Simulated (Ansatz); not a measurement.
Hypothetical Pm-3m TaN: response to strain

The parent structure is TaN (space group Pm-3m, No. 221; a hypothetical phase, not in the database extracts checked).

```
CELL_PARAMETERS angstrom
      4.21319     0.00000     0.00000
      0.00000     4.21319     0.00000
      0.00000     0.00000     4.21319
ATOMIC_POSITIONS crystal
  Ta 0.00000 0.50000 0.50000
  Ta 0.50000 0.00000 0.50000
  Ta 0.50000 0.50000 0.00000
  N  0.50000 0.00000 0.00000
  N  0.00000 0.50000 0.00000
  N  0.00000 0.00000 0.50000
```

Cartesian axes are those of the cell as printed.

Strains are applied to the cell and any free atomic positions relax; under biaxial strain the out-of-plane vector relaxes too; under stress the whole cell relaxes.

The values are results of Ansatz (a first-principles code), PBEsol, PAW, cutoff 420 eV, no spin-orbit coupling, not measurements.

Notes on the quantities. energy relative to the base: free energy F.

| case | shortest interatomic distance | energy relative to the base |
|---|---|---|
| base | 3.981 bohr | 0 meV/atom |
| biaxial strain −4.73 %, plane normal [110], relaxed out of plane | 3.793 bohr | +77 meV/atom |
| uniaxial strain ε_zz = −1.00 % | 3.941 bohr | +1.8 meV/atom |
| tensor shear ε_yz = +2.94 % | 3.981 bohr | +8.0 meV/atom |
| uniaxial stress, 0.5 GPa tension along x | 3.979 bohr | 0.0 meV/atom |

Without a gap, meshes like the base's 11×11×11 leave anisotropic stresses uncertain by several tenths of a GPa, and small strain energies with them. Stability under load was not tested beyond the relaxation. All final runs are without spin polarisation.
